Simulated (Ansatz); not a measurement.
## How far to go with the plane-wave cutoff: MoRu3 (P3m1, 8 atoms in the cell)

```xyz
8
Lattice="5.4478 0.0000 0.0000 -2.7239 4.7179 0.0000 0.0000 0.0000 4.3285" Properties=species:S:1:pos:R:3 pbc="T T T"
Mo     2.7239     1.5726     1.1321
Mo     0.0000     3.1453     3.2464
Ru     4.0903     0.7837     3.2464
Ru    -1.3664     3.9342     1.0821
Ru     1.3664     3.9342     1.0821
Ru     1.3575     0.7837     3.2464
Ru     2.7239     3.1504     3.2464
Ru     0.0000     1.5675     1.0821
```

Method: PBEsol, default PAW files made with PBE (plane waves; Ansatz, a first-principles code).

Base settings: basis.ecutwfc = 420 eV; kpoints.mp_grid.grid = 3 3 3; hamiltonian.xc = pbesol; hamiltonian.pseudopotentials = {kind: paw} (the program's default PAW files); scf.occupations.method = fermi_dirac; scf.occupations.width = 0.1 eV.

The second cell is the first with its lattice scaled by 0.98.

The mesh stays at the base's, so the ladder's end is converged at best in this setting alone.

The first pressure column holds Ansatz's estimate of the finite-basis (Pulay) stress, which hides part of the cutoff error; the other is without it.

Only quantities that move along the ladder and can be compared are tabulated.

The count of work is k-points × plane waves × bands × iterations; it is no time. 

The starting cell comes from a database of computed structures (which also holds hypothetical and non-ambient phases and stackings), without a prior relaxation at this level. Its lattice was rescaled by up to half a per cent. One atom was moved a little off its site on purpose. Spin polarisation is off. Without a gap this mesh is coarse (it stands for a supercell whose shortest vector is 13 Å).

| basis.ecutwfc | free energy less the last step's (meV/atom) | energy of the compressed cell less the first (meV/atom) | pressure (GPa) | pressure without the Pulay estimate (GPa) | largest difference of a force vector from the last step's (eV/Å) | count of work / last |
|---|---|---|---|---|---|---|
| 145 eV | 41965.50 | 298.89 | -142.46 | -1495.04 | 1.136 | 0.070 |
| 170 eV | 21025.11 | -594.88 | -108.50 | -900.59 | 1.554 | 0.078 |
| 190 eV | 11245.20 | 117.67 | -23.22 | -554.93 | 1.436 | 0.093 |
| 210 eV | 5766.06 | 161.29 | 10.95 | -323.61 | 0.552 | 0.11 |
| 230 eV | 2696.54 | 117.50 | 12.57 | -174.64 | 0.078 | 0.11 |
| 250 eV | 1217.09 | 60.19 | 6.29 | -91.91 | 0.134 | 0.12 |
| 295 eV | 169.29 | 42.80 | -2.61 | -20.15 | 0.019 | 0.16 |
| 335 eV | 24.08 | 42.37 | -2.30 | -5.51 | 0.002 | 0.16 |
| 380 eV | 2.89 | 42.96 | -2.04 | -2.29 | 0.000 | 0.23 |
| 420 eV | 1.75 | 43.00 | -2.04 | -2.08 | 0.000 | 0.27 |
| 460 eV | 1.14 | 42.94 | -2.05 | -2.11 | 0.000 | 0.31 |
| 505 eV | 0.57 | 42.91 | -2.05 | -2.09 | 0.000 | 0.30 |
| 565 eV | 0.32 | 42.90 | -2.05 | -2.06 | 0.000 | 0.42 |
| 630 eV | 0.22 | 42.90 | -2.05 | -2.06 | 0.000 | 0.42 |
| 735 eV | 0.11 | 42.89 | -2.06 | -2.06 | 0.000 | 0.62 |
| 840 eV | 0.05 | 42.89 | -2.06 | -2.06 | 0.000 | 0.76 |
| 1010 eV | 0.00 | 42.89 | -2.06 | -2.06 | 0.000 | 1.0 |

Coarsest basis.ecutwfc that holds the energy of the compressed cell less the first within 0.2 meV/atom of the last step, with all finer ones: 380 eV, at 0.23 of the last step's count of work; the step before is off by 0.51 meV/atom.

Coarsest basis.ecutwfc that holds the free energy within 5 meV/atom of the last step, with all finer ones: 380 eV, at 0.23 of the last step's count of work; the step before is off by 24 meV/atom.

Coarsest basis.ecutwfc that holds the pressure within 0.5 GPa of the last step, with all finer ones: 335 eV, at 0.16 of the last step's count of work; the step before is off by 0.55 GPa.

The energy difference between the two cells stays within 1 meV/atom of the last step's from 295 eV on, the total only from 505 eV on: much of the error is common to both cells and cancels.

At the lowest cutoff the pressure without the Pulay estimate lies 1490 GPa under the last step's, the usual sign of Pulay stress in an incomplete plane-wave basis.

Keys are those of Ansatz 0.2.
